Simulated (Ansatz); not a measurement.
Consider BN in the wurtzite structure (space group P6_3mc, No. 186; a = 2.5545 Å, c = 4.2246 Å). Axes: x lies along a and z along c of the hexagonal cell.

Level of theory: PBE, PAW, 420 eV (Ansatz, a program for electronic structure; scalar-relativistic without spin-orbit coupling).

Before the change:

| Item | Result |
|---|---|
| Smallest direct gap | 8.23 eV |
| Band gap | 5.23 eV |
| Electron mass | 0.31 mₑ along c, 0.51 mₑ across (at K) |

The change: uniaxial strain ε_zz = −1.80 %, all other strain components held at zero; the atoms relax in the strained cell.

Problem. What does the calculation give for the energy relative to the base, smallest direct gap, band gap and electron mass after the change?

Solution. The energy grows by 6.4 meV/atom; the smallest direct gap drops by 0.01 eV, from 8.23 eV to 8.22 eV; the band gap goes up by 0.05 eV (5.23 eV → 5.28 eV); the electron mass changes from 0.31 mₑ along c, 0.51 mₑ across (at K) to 0.30 mₑ along z, 0.52 mₑ across (at K).

Effective masses come from finite differences of ±0.01 Å⁻¹. No phonon test of stability was made.
